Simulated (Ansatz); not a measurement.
AlB2-type HfB2, treated with r²SCAN in Ansatz (plane waves, PAW).

Run with plane-wave cutoff 600 eV, 18×18×12 k mesh (along the axes of the cell as run), Fermi–Dirac smearing 0.1 eV, finite displacements, scalar-relativistic PAW data made under PBE.

The cell has the measured lattice parameters. Conventional cell: a = 3.1400 Å, b = 3.1400 Å, c = 3.4800 Å, α = 90.00°, β = 90.00°, γ = 120.00°.

```xyz
3
Lattice="3.1400 0.0000 0.0000 -1.5700 2.7193 0.0000 0.0000 0.0000 3.4800" Properties=species:S:1:pos:R:3 pbc="T T T"
Hf     0.0000     0.0000     0.0000
B      1.5700     0.9064     1.7400
B      0.0000     1.8129     1.7400
```

Harmonic phonon frequencies (cm⁻¹; i marks an imaginary mode):

```csv
q point,frequencies
Γ,0 0 0 445 445 469 540 810 810
M,166 171 212 528 543 544 729 734 760
A,152 152 173 421 421 510 640 817 817
```

No imaginary mode appears at these points.

Note: the cell isn't this level's own, so it is under some stress, which shifts stiffness and frequencies.

Ansatz is a first-principles code.
